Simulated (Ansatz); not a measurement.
Levels about the gap of amorphous Zr40O78 (118 atoms in a cell of 1418 Å³, 5.74 g/cm³; zone centre alone, so wide bands show as single levels with stretches between that a denser mesh fills), at the geometry that PBE relaxed, where it gives 0.0 GPa on a denser mesh. The participation number counts the atoms over which a state spreads; weights are charges in smoothed Voronoi cells. The levels come from a single point, so bond lengths are those of that geometry. Method of the levels: PBE, scalar-relativistic without spin-orbit coupling (Ansatz, a first-principles code). Sampling: the zone centre alone; Fermi-Dirac width 0.02 eV; no spin polarisation. The usual formal charges leave 4 electrons over, so the level spacing at the Fermi energy parts defect or band states and needn't be the band gap. At PBE the levels at the filled edge of the gap are localised (band-tail or defect states), and the nearest spread-out levels lie 3.6 eV apart at the zone centre.

A CHGNet melt-quench gave the starting glass, which DFT then relaxed. O atoms were pushed apart under 1.9 Å during the dynamics, to hinder bonds among them. The hot cell started wider than the set density and was brought back towards it in steps. It is the lowest in DFT energy of 4 quenches. It is a model cell: composition and starting density were chosen by hand, and all elements were melted together. No dispersion term was used. Its density started from a set value of 5.60 and ended at 5.74 g/cm³. The quench (nominally 240 K/ps over its main leg) was far faster than any real one, so the model tends to hold more defects than a real film. A cell of this size samples the disorder only roughly. The volume was free in the relaxation, at fixed shape. Stress components on the final sampling reach 1.1 GPa.

| E - E(highest filled), eV | filling | participation number | largest on | weight O | weight Zr |
|---|---|---|---|---|---|
| -3.23 | filled | 30.3 | O, 3 neighbours | 0.94 | 0.06 |
| -3.23 | filled | 34.2 | O, 3 neighbours | 0.94 | 0.06 |
| -3.18 | filled | 39.6 | O, 3 neighbours | 0.94 | 0.06 |
| -3.09 | filled | 17.9 | O, 3 neighbours | 0.95 | 0.05 |
| -3.02 | filled | 9.5 | O, 3 neighbours | 0.94 | 0.06 |
| -0.22 | filled | 8.3 | Zr, 7 neighbours | 0.31 | 0.69 |
| 0.00 | filled | 8.6 | Zr, 8 neighbours | 0.32 | 0.68 |
| 0.44 | empty | 16.5 | Zr, 8 neighbours | 0.34 | 0.66 |
| 0.54 | empty | 26.4 | Zr, 7 neighbours | 0.36 | 0.64 |
| 0.60 | empty | 15.4 | Zr, 8 neighbours | 0.33 | 0.67 |
| 0.66 | empty | 40.6 | Zr, 6 neighbours | 0.34 | 0.66 |
| 0.68 | empty | 25.0 | Zr, 8 neighbours | 0.33 | 0.67 |
| 0.74 | empty | 48.6 | Zr, 7 neighbours | 0.34 | 0.66 |
| 0.77 | empty | 31.4 | Zr, 8 neighbours | 0.34 | 0.66 |

Most localised among these is the filled level at -0.22 eV, on a Zr atom, which has 7 neighbours (O 2.12 Å, O 2.19 Å, O 2.20 Å, O 2.24 Å, O 2.27 Å, O 2.27 Å, O 2.40 Å).
